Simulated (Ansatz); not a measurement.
A user runs Ansatz (a quantum-chemistry and plane-wave program) on CaSi2 (P6/mmm, 3 atoms in the cell) and asks whether the run is sound. The aim is a self-consistent single point with DFT, PBEsol, plane waves, default PAW files made with PBE.

Cell that was meant: a = 4.1034 Å, b = 4.1034 Å, c = 4.4430 Å, α = 90.00°, β = 90.00°, γ = 120.00°.

Part of the input:

Ansatz 0.2 input:
```yaml
    - { symbol: Ca, position: [0.000000, 0.000000, 0.000000] }
    - { symbol: Si, position: [0.333333, 0.666667, 0.500000] }
    - { symbol: Si, position: [0.666667, 0.333333, 0.500000] }
basis:
  ecutwfc: 145.0
kpoints:
  mp_grid: { grid: [5, 5, 4] }
hamiltonian:
  xc: pbesol
  pseudopotentials: { kind: paw }
scf:
  occupations: { method: methfessel_paxton, width: 0.2 }
output:
  forces: true
  eigenvalues: true
```

Output (repeated stretches shortened):

```
   [... lines left out ...]
PAW frozen core: Si, regenerated for the run's functional, and the local potential with it
Initial density: superposition of atomic densities (neutral atoms: chi_scale 0, normalization atom), corrected by the library's trained network
Initial wavefunctions: pseudopotential atomic-orbital guess
Eigensolver: davidson
Functional: x = pbesol(κ = 0.804, μ = 0.12345679012345678), c = pbesol(β = 0.046)
SCF iter   1: F=—  HF=-3028.349790 eV  |F-HF|=—  |Δ(HF+E_count)|=         —  Δρ=7.42e-2  dr2=1.80e0  ethr=1.77e-3  ⟨swp⟩=5.1  Hψ=1099  notcnv=0
all-band conjugate gradients solve this SCF's bands
preconditioner: auto → none
SCF iter   2: F=—  HF=-3027.428616 eV  |F-HF|=—  |Δ(HF+E_count)|=   9.21e-1  S|Δr|=    0.00e0  Δρ=2.73e-2  dr2=1.79e-1  ethr=1.77e-3  ⟨swp⟩=2.0  Hψ=510  notcnv=0
   [... lines left out ...]
SCF iter   5: F=—  HF=-3027.343265 eV  |F-HF|=—  |Δ(HF+E_count)|=   7.57e-6  S|Δr|=    0.00e0  Δρ=3.52e-4  dr2=3.09e-5  ethr=5.11e-6  ⟨swp⟩=2.1  Hψ=248  notcnv=0
SCF iter   6: F=—  HF=-3027.341075 eV  |F-HF|=—  |Δ(HF+E_count)|=   2.19e-3  S|Δr|=    0.00e0  Δρ=5.01e-5  dr2=1.07e-6  ethr=1.72e-7  ⟨swp⟩=2.3  Hψ=252  notcnv=0
SCF iter   7: F=-3027.341075 eV  HF=-3027.341075 eV  |F-HF|=1.93e-8  |Δ(HF+E_count)|=   2.37e-7  S|Δr|=    0.00e0  Δρ=4.43e-6  dr2=2.74e-8  ethr=5.56e-10  ⟨swp⟩=5.2  Hψ=922  notcnv=0
SCF 1 converged in 7 iterations: F = -3027.341075 eV  dr2 = 2.74e-8
Stability not checked (fill_not_monotonic)
Free energy (F): -3027.341075 eV
Internal energy: -3027.333685 eV  (E = F + TS)
E sigma→0 (E₀):  -3027.339228 eV
Entropy (-TS):   -0.007390 eV (-2.463 meV/atom)
Fermi energy:    7.951426 eV
--- Forces (eV/Å), atoms counted from 1 ---
  atom   1  Ca     0.00000000     0.00000000     0.00000000
   [... zero for the other atoms too ...]
--- Stress (GPa, compression-positive) ---
       -0.194749       0.000000       0.000000
        0.000000      -0.194749       0.000000
        0.000000       0.000000      -0.894620
  P = ⅓ Tr σ = -0.4280 GPa (-4.280 kbar)
  The stress holds the Pulay correction. Without it, at fixed plane waves, as pw.x and ABINIT print it: P = -80.2565 GPa
```

Problem. Is anything amiss in this input, and did it matter?

Solution. The run is not sound. The fault is a basis or grid far too coarse for these potentials. Far below the cutoff that the potentials were made for, the basis cannot represent the orbitals near the nuclei, and energies, forces and above all the stress go wrong. To fix it, restore the cutoff that the potentials need and check convergence. The run converged in 7 iterations without an error; against the sound input the free energy rises by 3.50 eV/atom and the pressure goes from -3.44 to -0.43 GPa. At a fixed set of plane waves, without the program's Pulay estimate, the pressure is -80.26 GPa against -3.46 GPa.

An input that runs soundly differs in these lines (not the only fix; some lines may just follow from the change or write a value another way):
```diff
-basis:
-  ecutwfc: 145.0
-  occupations: { method: methfessel_paxton, width: 0.2 }
+  occupations: { method: methfessel_paxton, width: 0.2 eV }
```

With that input, the run converged in 6 iterations: free energy E − TS (on the zero of these files) -3037.8467 eV; Fermi level (on the code's own zero) 7.56 eV; pressure -3.44 GPa (DFT, PBEsol, plane waves, default PAW files made with PBE).

On the sound input: the starting cell was generated: these elements placed on a structure prototype, without a prior relaxation; it need not be a known phase or ordering of this composition. With a pressure of about -3 GPa the cell is away from its equilibrium volume at this level. Ansatz's pressure includes its estimate of the finite-basis (Pulay) stress. Without a gap this mesh is coarse (it stands for a supercell whose shortest vector is 18 Å).
